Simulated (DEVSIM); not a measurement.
# abrupt Si p-n junction

System: abrupt Si p-n junction, at 300 K.

```
layer (left to right)  material  thickness (μm)  Nd (cm⁻³)  Na (cm⁻³)  τn (s)  τp (s)
---------------------  --------  --------------  ---------  ---------  ------  ------
1                            Si            14.0          -     1.3e17  1.1e-6  1.1e-6
2                            Si            5.40       2e17          -  1.1e-6  1.1e-6
```

Left contact: ohmic. Right contact: ohmic. Voltage is applied to the left contact. Recombination: SRH at mid-gap, radiative. Mobility is μmin + (μ − μmin)/(1 + (N/Nref)^α).

Constants are typed, rounded textbook-type inputs, not results; the design itself was drawn at random and stands for no fabricated device. Values at 300 K.

```csv
parameter,Si
gap (eV),1.124
affinity (eV),4.05
permittivity,11.7
Nc (cm⁻³),2.86e19
Nv (cm⁻³),3.1e19
μn (cm²/Vs),1417
μp (cm²/Vs),470
"μn,min",52
"μp,min",45
"Nref,n",9.7e16
"Nref,p",2.2e17
αn,0.68
αp,0.72
B (cm³/s),4.7e-15
```

DEVSIM, 1D drift-diffusion, Boltzmann statistics, complete ionisation; no tunnelling, impact ionisation, image-force lowering or self-heating.

```
Quantity                                             Value
---------------------------------------------  -----------
Potential step across the device at zero bias      0.854 V
Largest field in the device at zero bias       140000 V/cm
Dark forward voltage at 1 A/cm²                    0.686 V
Dark forward voltage at 100 A/cm²                  0.816 V
```

Dark forward current:

```csv
V (V),J (A/cm²)
0.05,9.8e-10
0.10,3.5e-9
0.15,1.1e-8
0.20,3.5e-8
0.25,1.3e-7
0.30,5.5e-7
0.35,2.9e-6
0.40,1.8e-5
0.45,0.00011
0.50,0.00077
0.55,0.0053
0.60,0.037
0.65,0.25
0.70,1.7
0.75,11
0.80,65
0.85,250
0.90,650
0.95,1300
1.00,2200
```
